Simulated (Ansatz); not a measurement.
Checking a run of Ansatz (a quantum-chemistry and plane-wave program) on YbCdAu (Pnma, 12 atoms in the cell). The aim is a self-consistent single point with DFT, LDA (PW92), plane waves, default PAW files made with PBE.

Cell that was meant: a = 7.4335 Å, b = 4.3987 Å, c = 8.8981 Å, α = 90.00°, β = 90.00°, γ = 90.00°.

Part of the input:

Ansatz 0.2 input:
```yaml
    - { symbol: Au, position: [0.749770, 0.250000, 0.130990] }
    - { symbol: Au, position: [0.750230, 0.750000, 0.630990] }
basis:
  ecutwfc: 65.0
kpoints:
  mp_grid: { grid: [3, 5, 3], shift: [0.5, 0.5, 0.5] }
hamiltonian:
```

Output (repeated stretches shortened):

```
   [... lines left out ...]
PAW frozen core: Au, regenerated for the run's functional, and the local potential with it
Initial density: superposition of atomic densities (chi_scale 0.1, normalization cell, long waves kept (reshape's long-wave potential 0.03 eV rms))
Starting moments: Σ|m| = 4 μB on 4 of 12 sites
Initial wavefunctions: pseudopotential atomic-orbital guess
Eigensolver: davidson
Functional: x = slater, c = lda
SCF iter   1: F=—  HF=-123588.172293 eV  |F-HF|=—  |Δ(HF+E_count)|=         —  Δρ=1.11e0 (↑1.11e0 ↓1.07e0)  dr2=1.23e4  dr2_m=1.81e0  M=0.903 μB ∫|m|=0.903 μB  β_m=0.30  ethr=3.10e-3  ⟨swp⟩=1.0  Hψ=8316  notcnv=0
Mixer restart at iter 1: flushing history
all-band conjugate gradients solve this SCF's bands
preconditioner: auto → none
   [... lines left out ...]
SCF iter  11: F=—  HF=-123017.810185 eV  |F-HF|=—  |Δ(HF+E_count)|=   2.13e-6  Δρ=4.46e-6 (↑4.45e-6 ↓4.46e-6)  dr2=4.10e-7  dr2_m=6.97e-12  M=0.000 μB ∫|m|=0.000 μB  β_m=1.00  ethr=1.90e-9  ⟨swp⟩=2.2  Hψ=4614  notcnv=0  defer=414
SCF iter  12: F=-123017.810185 eV  HF=-123017.810185 eV  |F-HF|=4.31e-9  |Δ(HF+E_count)|=   1.76e-7  Δρ=7.66e-7 (↑7.66e-7 ↓7.60e-7)  dr2=7.79e-9  dr2_m=6.98e-13  M=0.000 μB ∫|m|=0.000 μB  ethr=3.97e-11  ⟨swp⟩=12.0  Hψ=17877  notcnv=0
SCF 1 converged in 12 iterations: F = -123017.810185 eV  dr2 = 7.79e-9
WARN: the starting moments were not kept: the SCF closed with an absolute magnetisation of 8.0e-7 μB, where they sum to 4 μB in size (4 sites) …
   [... lines left out ...]
Absolute magnetization: 0.0000 μB (∫|ρ↑−ρ↓|, with the PAW one-centre terms)
Free energy (F): -123017.810185 eV
Fermi energy:    29.795981 eV
   [... lines left out ...]
--- Stress (GPa, compression-positive) ---
    -6673.903896      -0.000000      -0.000000
       -0.000000   -6686.083784      -0.000000
       -0.000000      -0.000000   -6643.617740
  P = ⅓ Tr σ = -6667.8685 GPa (-66678.685 kbar)
  The stress holds no Pulay correction (an occupied level lies too near the plane-wave cutoff): it is that at fixed plane waves, as pw.x and ABINIT print it
```

### Question
Is this run sound? If not, what is wrong?

### Answer
The run is not sound. The fault is a basis or grid far too coarse for these potentials. Far below the cutoff that the potentials were made for, the basis cannot represent the orbitals near the nuclei, and energies, forces and above all the stress go wrong. To fix it, restore the cutoff that the potentials need and check convergence. The run converged in 12 iterations without an error; against the sound input the free energy rises by 1260 eV/atom, the pressure goes from -7.86 to -6668 GPa and the largest force goes from 0.055 to 15.14 eV/Å.

The sound input it was made from differs as follows (other fixes are possible):
```diff
-  ecutwfc: 65.0
+  ecutwfc: 420.0
```

With that input, the run converged in 17 iterations: free energy E − TS (on the zero of these files) -138181.3289 eV; Fermi level (on the code's own zero) 14.03 eV; pressure -7.86 GPa; largest force (vector length) 0.055 eV/Å; size of the cell's spin moment 0.00 μB (DFT, LDA (PW92), plane waves, default PAW files made with PBE).

On the sound input: the starting cell comes from a database of published, mostly measured structures (it also holds non-ambient and calculated ones), without a prior relaxation at this level. Its lattice was rescaled by a random factor within 2.5 % of one. The starting moments vanished: the run ended non-magnetic, which need not be the lowest state. The program warned that a starting moment was not kept. With a pressure of about -8 GPa the cell is away from its equilibrium volume at this level. Ansatz's pressure includes its estimate of the finite-basis (Pulay) stress.
